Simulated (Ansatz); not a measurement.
Consider the following.

```xyz
2
Lattice="0.0000 2.0396 2.0396 2.0396 0.0000 2.0396 2.0396 2.0396 0.0000" Properties=species:S:1:pos:R:3 pbc="T T T"
P      0.0000     0.0000     0.0000
B      2.0396     2.0396     2.0396
```

No spin polarisation.

Method: PBEsol in Ansatz (plane waves to 420 eV, PAW, no spin-orbit coupling). k-mesh 23×23×23 (Γ-centred); smearing 0.1 eV (Fermi–Dirac).

Q: Predict the pressure, band gap and space group.

A: The pressure comes out as 34.2 GPa and the band gap comes out as zero. The space group comes out as Fm-3m (No. 225).

The cells carry an imposed strain or load. Whether these cells are dynamically stable was not tested. The final runs are not spin-polarised. The cell was made from BP in the rock salt structure (space group Fm-3m, No. 225; a hypothetical phase, not in the database extracts checked) by this change: isotropic strain −4.90 %.

Ansatz is a program for electronic structure.
